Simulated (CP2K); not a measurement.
Worked example: self-consistent single point of the (100) slab of MgB2 (cut from a parent of space group no. 191; 6 atoms in the cell) in CP2K.

Method of the run: PBEsol, GPW, DZVP-MOLOPT-SR-GTH basis, GTH-PBE potentials (GTH_POTENTIALS) run with CP2K.

The change in words: vacuum of 20 angstrom (first run: 14 Å); SURFACE_DIPOLE_CORRECTION: default → T. Reference geometry:
```xyz
6
Lattice="3.1054 0.0000 0.0000 0.0000 3.5376 0.0000 0.0000 0.0000 18.4824" Properties=species:S:1:pos:R:3 pbc="T T T"
Mg     0.7764     0.0000     7.8965
B      2.3291     1.7688     7.0000
B      2.3291     1.7688     8.7930
Mg     2.3291     0.0000    10.5859
B      0.7764     1.7688     9.6894
B      0.7764     1.7688    11.4824
```

Reference input (self-consistent single point, DFT PBEsol, GPW, DZVP-MOLOPT-SR-GTH basis, GTH-PBE potentials (GTH_POTENTIALS)): CUTOFF = 1000 Ry; REL_CUTOFF = 50 Ry; SMEAR/METHOD = FERMI_DIRAC; ELECTRONIC_TEMPERATURE = 1160.45 K; KPOINTS/SCHEME = MONKHORST-PACK 5 4 1; GAMMA_CENTERED = T; XC_FUNCTIONAL = PBE:PBESOL; Mg/BASIS_SET = DZVP-MOLOPT-SR-GTH-q10; Mg/POTENTIAL = GTH-PBE-q10; B/BASIS_SET = DZVP-MOLOPT-SR-GTH-q3; B/POTENTIAL = GTH-PBE-q3; METHOD = GPW. This run's input differs from it in these lines:

```diff
@@ -11,2 +11,4 @@
     POTENTIAL_FILE_NAME GTH_POTENTIALS
+    SURFACE_DIPOLE_CORRECTION T
+    SURF_DIP_DIR Z
     &QS
@@ -67,3 +69,3 @@
     &CELL
-      ABC 3.10545000 3.53760000 18.48239000
+      ABC 3.10545000 3.53760000 24.48238600
       ALPHA_BETA_GAMMA 90.00000000 90.00000000 90.00000000
@@ -72,8 +74,8 @@
     &COORD
-      Mg       0.77636250     0.00000000     7.89649023
-      B        2.32908750     1.76880000     7.00000191
-      B        2.32908750     1.76880000     8.79299704
-      Mg       2.32908750     0.00000000    10.58589977
-      B        0.77636250     1.76880000     9.68939296
-      B        0.77636250     1.76880000    11.48238809
+      Mg       0.77636250     0.00000000    10.89649795
+      B        2.32908750     1.76880000    10.00000194
+      B        2.32908750     1.76880000    11.79299396
+      Mg       2.32908750     0.00000000    13.58588805
+      B        0.77636250     1.76880000    12.68939204
+      B        0.77636250     1.76880000    14.48238406
     &END COORD
```

The program printed (abridged):

```
 SCF WAVEFUNCTION OPTIMIZATION

  Step     Update method      Time    Convergence         Total energy    Change
     1 NoMix/Diag. 0.30E+00      -     1.90042591      -138.1279344106 -1.38E+02
     2 Broy./Diag. 0.30E+00      -     0.12873669      -137.0271593798  1.10E+00
     3 Broy./Diag. 0.30E+00      -     0.18624599      -137.2104055601 -1.83E-01
     4 Broy./Diag. 0.30E+00      -     0.06671106      -137.3492116901 -1.39E-01
     5 Broy./Diag. 0.30E+00      -     0.03161037      -137.3970848935 -4.79E-02
     6 Broy./Diag. 0.30E+00      -     0.00480591      -137.4067475892 -9.66E-03
   [... 90 lines left out ...]
    97 Broy./Diag. 0.30E+00      -     0.00000889      -137.3581439840  3.11E-09
    98 Broy./Diag. 0.30E+00      -     0.00000353      -137.3581439980 -1.39E-08
    99 Broy./Diag. 0.30E+00      -     0.00000072      -137.3581440111 -1.31E-08
   100 Broy./Diag. 0.30E+00      -     0.00000573      -137.3581440192 -8.11E-09
  Leaving inner SCF loop after reaching   100 steps.

  Total dipole moment perpendicular to
  the slab [electrons-Angstroem]:               0.0000049936

  Overlap energy of the core charge distribution:               0.00000011450986
  Self energy of the core charge distribution:               -316.93116635052934
   [... lines left out ...]
  Fermi energy:                                                -0.11550875030893
  Total energy:                                              -137.35814401915704
   [... lines left out ...]
 *  /   \                                                                      *
 * [ABORT]                                                                     *
 *  \___/     SCF run NOT converged. To continue the calculation regardless,   *
 *    |             please set the keyword IGNORE_CONVERGENCE_FAILURE.         *
 *  O/|                                                                        *
 * /| |                                                                        *
 * / \                                                            qs_scf.F:702 *
 *******************************************************************************

 ===== Routine Calling Stack =====

            4 scf_env_do_scf
            3 qs_energies
            2 qs_forces
            1 CP2K
Abort(1) on node 0 (rank 0 in comm 0): application called MPI_Abort(MPI_COMM_WORLD, 1) - process 0
```

The run ended unconverged after 100 iterations. 

The starting cell has typed, rounded lattice constants, without a prior relaxation at this level. The slab is cut from that crystal, and its faces are unrelaxed. Its lattice was rescaled by up to half a per cent. Values carry the incompleteness of an atom-centred basis. The potentials were made for another functional than the one used.

Cost on one core of a shared machine: roughly 6 min.
